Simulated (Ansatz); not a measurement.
The reference is Si in the diamond structure (space group Fd-3m, No. 227).

```cif
data_Si2
_chemical_formula_sum 'Si2'
_space_group_name_H-M_alt 'P 1'
_space_group_IT_number 1
_cell_length_a 3.86809
_cell_length_b 3.86809
_cell_length_c 3.86809
_cell_angle_alpha 60.000
_cell_angle_beta 60.000
_cell_angle_gamma 60.000
loop_
_space_group_symop_operation_xyz
  'x, y, z'
loop_
_atom_site_label
_atom_site_type_symbol
_atom_site_fract_x
_atom_site_fract_y
_atom_site_fract_z
_atom_site_occupancy
Si1 Si 0.00000 0.00000 0.00000 1
Si2 Si 0.25000 0.25000 0.25000 1
```

Method: DFT with PBE, PAW potentials and a 420 eV plane-wave cutoff in Ansatz (a quantum-chemistry and plane-wave program), no spin-orbit coupling.

One change was made to it. Results:

The smallest direct gap rises by 0.054 eV (2.55 eV → 2.61 eV); the volume per atom falls by 3.29 Å³ (20.46 Å³ → 17.17 Å³); the band gap drops by 0.366 eV, from 0.61 eV to 0.25 eV; the hole mass (degenerate bands, along [100]) becomes 0.23 mₑ (at Γ) (base: 0.16, 0.27, 0.27 mₑ (at Γ)).

Question: Name the change that was made.
(A) pressure 0.9 GPa
(B) pressure −2 GPa
(C) pressure 22.5 GPa

Answer: C, pressure 22.5 GPa. For comparison, the band gap in the other runs: pressure 0.9 GPa gives 0.60 eV; pressure −2 GPa gives 0.65 eV.

Load acts through the strain it causes; cell and atoms are relaxed under it. Effective masses come from finite differences of ±0.01 Å⁻¹. Stability against distortions was not tested. Measured, Si leaves this structure (for the β-tin structure) near 12 GPa (room temperature; as listed in arXiv:1906.07825). A zero or small gap of Si under pressure 22.5 GPa can be the functional's error rather than a property of the material.
